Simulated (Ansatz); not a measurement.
BP (I-4m2), r2SCAN with spin-orbit coupling, rigid bands run with Ansatz (a quantum-chemistry and plane-wave program): Condition of this run: biaxial stress xx = yy = -2 GPa (compression positive) (the target of the relaxation). band gap 1.31 eV, N_c = 1.40e19 cm⁻³ and N_v = 8.58e18 cm⁻³ at 300 K, conductivity masses along x (a = (0.00, 2.28, 2.26) Å; b = (2.28, 0.00, 2.26) Å; c = (2.28, 2.28, 0.00) Å) of 0.237 mₑ (electrons) and 0.379 mₑ (holes). Take k_BT = 0.02585 eV.

A film of it is 3 nm thick, with its normal along the direction named. Estimate the confinement energies in an infinite well.

ħ²π²/(2m t²) = 0.376 eV·nm²/(m/mₑ × t²) gives 176 meV for electrons and 110 meV for holes, so the gap would widen to about 1.60 eV. Finite barriers and nonparabolic bands lower this, and with several valleys or bands the heaviest mass along the normal sets the lowest level, not this average.

Find the intrinsic carrier density and the intrinsic Fermi level.

n_i = √(N_c N_v) exp(−E_g/2k_BT) = 1.10e19 × exp(−25.34) = 1.1e8 cm⁻³. The level lies (k_BT/2) ln(N_v/N_c) = -6 meV from mid-gap (positive towards the conduction band). Each 0.1 eV added to the gap lowers n_i by a factor of 6.9.

What thermal injection velocity √(2k_BT/πm) limits a ballistic channel along the direction named?

1.11e7 cm/s for electrons and 8.74e6 cm/s for holes, a ratio of √(m_h/m_e) = 1.26, for dilute carriers.

Rigid, parabolic bands with the computed gap; masses take one relaxation time for all states.
